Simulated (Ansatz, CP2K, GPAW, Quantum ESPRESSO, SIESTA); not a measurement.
Code comparison for SnSeS (P3m1, 3 atoms in the cell)

Relaxation of cell and atoms.

```
CELL_PARAMETERS angstrom
      3.82713     0.00000     0.00000
     -1.91357     3.31439     0.00000
      0.00000     0.00000     6.47731
ATOMIC_POSITIONS crystal
  Sn 0.33333 0.66667 0.00765
  Se 0.00000 0.00000 0.75771
  S  0.66667 0.33333 0.23464
```

Shared settings, as Ansatz (a first-principles code) writes them: kpoints.mp_grid.grid = 8 8 4; scf.occupations.method = fixed. Potentials and cutoffs stand in the table.

```tsv
code	model	final volume (Å³/atom)	gap on the mesh (eV)	cutoff
GPAW	LDA (Perdew-Wang 92), GPAW PAW datasets LDA (gpaw-data 1.0.1)	23.06	0.777	600 eV
Ansatz	LDA (PW92), PAW files made with PBE	23.11	0.776	default
Quantum ESPRESSO	LDA (PZ), GBRV 1.5 ultrasoft (LDA) pseudopotentials	22.57	0.629	40 Ry
SIESTA	LDA PW92, numerical atomic orbitals DZP, PseudoDojo LDA standard norm-conserving potentials (rewritten from UPF to PSML)	22.75	0.308	grid 400 Ry
CP2K	LDA (Pade form), GPW, DZVP-MOLOPT-SR-GTH basis, GTH-PADE potentials (GTH_POTENTIALS)	23.02	0.688	grid 400 Ry
```

Gaps are read on the mesh.

The spread over the programs that give each value: final volume within 0.54 Å³/atom; gap on the mesh within 0.469 eV.

SIESTA and CP2K use small atom-centred bases, whose incompleteness enters pressures, forces and empty levels differently from a plane-wave cutoff. The same LDA comes in different parametrisations, which differ slightly. The programs treat the finite-basis stress differently while the cell relaxes: Ansatz adds an estimate of it.

The starting cell comes from a database of computed structures (which also holds hypothetical and non-ambient phases and stackings), without a prior relaxation at this level. Its lattice was rescaled by a random factor within 2.5 % of one.

Keys are those of Ansatz 0.2.
